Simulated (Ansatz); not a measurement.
Take PdGe in the rock salt structure (space group Fm-3m, No. 225; a = 5.1283 Å; a hypothetical phase, not in the database extracts checked) as the base. Axes: x, y, z lie along the cube axes.

Calculations: PBEsol/PAW in Ansatz (a program for electronic structure), no SOC.

Strains are applied to the cell and any free atomic positions relax; under biaxial strain the out-of-plane vector relaxes too.

One change was made to it. Results:

The shortest interatomic distance shrinks by 0.060 Å to 2.504 Å; the pressure (mean of the normal stresses, compression positive) goes from zero to -3.0 GPa; the energy grows by 14 meV/atom.

Question: Which of these changes matches the shifts?
A. uniaxial strain ε_xx = +1.12 %
B. isotropic strain −1.37 %
C. biaxial strain +2.80 %, plane normal [001], relaxed out of plane
D. tensor shear ε_xz = −0.92 %

Answer: C, biaxial strain +2.80 %, plane normal [001], relaxed out of plane. For comparison, the energy relative to the base in the other runs: isotropic strain −1.37 % gives +12 meV/atom; uniaxial strain ε_xx = +1.12 % gives +1.2 meV/atom; tensor shear ε_xz = −0.92 % gives -0.3 meV/atom.

Without a gap, meshes like the base's 16×16×16 leave anisotropic stresses uncertain by several tenths of a GPa, and small strain energies with them. Stability against distortions was not tested. The final runs are not spin-polarised.
